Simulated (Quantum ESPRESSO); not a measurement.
Quantum ESPRESSO is run on La3In (Pm-3m, 4 atoms in the cell), and the run fails. The aim is a zone-centre phonon calculation with DFT, LDA (PZ), plane waves, GBRV 1.5 ultrasoft (LDA) pseudopotentials.

The self-consistent step had converged with these keywords: prefix = scf; ecutwfc = 40 Ry; ecutrho = 200 Ry; occupations = smearing; smearing = gaussian; degauss = 0.0147 Ry; potentials = {La: la_lda_v1.uspp.F.UPF, In: in_lda_v1.4.uspp.F.UPF}; K_POINTS = automatic 5 5 5 0 0 0; conv_thr = 1e-10 Ry; mixing_beta = 0.4. The next shown step is ph.x.

Input:

```fortran
phonons at the zone centre
&inputph
   prefix = 'scf'
   outdir = './tmp/'
   tr2_ph = 1.0d-14
   fildyn = 'dyn.G'
   epsil = .true.
/
0.0 0.0 0.0
```

Log, with long lists cut:

```
     Reading xml data from directory:

     ./tmp/scf.save/

     G-vector sticks info
     --------------------
     sticks:   dense  smooth     PW     G-vecs:    dense   smooth      PW
     Sum        1433    1137    333                40339    28887    4457

     negative rho (up, down):  1.798E-01 0.000E+00
     Reading collected, re-writing distributed wavefunctions in ./tmp/

 %%%%%%%%%%%%%%%%%%%%%%%%%%%%%%%%%%%%%%%%%%%%%%%%%%%%%%%%%%%%%%%%%%%%%%%%%%%%%%
     Error in routine phq_readin (1):
     no elec. field with metals
 %%%%%%%%%%%%%%%%%%%%%%%%%%%%%%%%%%%%%%%%%%%%%%%%%%%%%%%%%%%%%%%%%%%%%%%%%%%%%%

     stopping ...
```

Problem. Read the log: what does the program object to, and what is the fix?

Solution. The fault is the dielectric response asked with smeared occupations. The response to a homogeneous field is defined for insulators with fixed occupations. To fix it, drop the request, or use fixed occupations in an insulator. The program stopped in the step ph.x before computing anything there.

On the sound input: the starting cell comes from a database of computed structures (which also holds hypothetical and non-ambient phases and stackings), without a prior relaxation at this level. Its lattice was rescaled by a random factor within 2.5 % of one.
